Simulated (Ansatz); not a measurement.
InTeBr (model structure, started from the BiTeI type, P3m1, No. 156, 3 atoms in the cell)

Method: LDA in Ansatz (PAW).

Settings: plane-wave cutoff 520 eV, 12×12×6 k mesh (along the axes of the cell as run), Fermi–Dirac smearing 0.01 eV, scalar-relativistic PAW data made under PBE.

Cell (relaxed with PBE-D3(BJ)):

Space group P3m1 (No. 156); a = b = 4.1794 Å, c = 6.3293 Å, α = β = 90.00°, γ = 120.00°

| atom | site | symmetry | x | y | z |
|---|---|---|---|---|---|
| In | 1a | 3m. | 0.0000 | 0.0000 | 0.9244 |
| Te | 1c | 3m. | 0.6667 | 0.3333 | 0.6883 |
| Br | 1b | 3m. | 0.3333 | 0.6667 | 0.2066 |

- band gap = 0.59 eV
- smallest direct gap on the k points sampled = 0.79 eV

Note: the relaxation could raise the start's symmetry but not lower it, so the cell can be a saddle point; cell and atoms aren't relaxed at this level (pressure -2.1 GPa).

Spin–orbit coupling is not included; with these elements it can move the gap by several tenths of an eV or more.

Computed values are for the static lattice.

A model structure was made by putting elements into a prototype or built by hand; it is no filed structure, need not be a known phase, and can be a saddle point held by its symmetry.

Ansatz is an electronic-structure program.
